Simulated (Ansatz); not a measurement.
Take PtS2 in the CdI2 type structure (space group P-3m1, No. 164; a = 3.584 Å, c = 4.657 Å; layered, stacked along the Cartesian z axis) as the base. Axes: x lies along a and z along c of the hexagonal cell.

Computed with plane-wave PAW DFT at the PBE-D3(BJ) level (Ansatz, a first-principles code, 420 eV), no spin-orbit coupling.

For the base:

The pressure comes out as 0.0 GPa and the volume per atom comes out as 17.26 Å³. The band gap comes out as zero.

One thing is altered: tensile biaxial strain of 2.00 % in the plane normal to [001], as in epitaxy on a mismatched substrate; the out-of-plane cell vector and the atoms relax.

### Question
Predict the new pressure, volume per atom and band gap.

### Answer
The pressure (mean of the normal stresses, compression positive) goes from zero to -3.2 GPa; the volume per atom increases by 0.18 Å³, from 17.26 Å³ to 17.44 Å³; the band gap remains zero.

Spin-orbit coupling, missing from the scalar runs, can matter with Pt. No phonon test of stability was made. The final runs are not spin-polarised. A zero or small gap of PtS2 can be the functional's error rather than a property of the material.
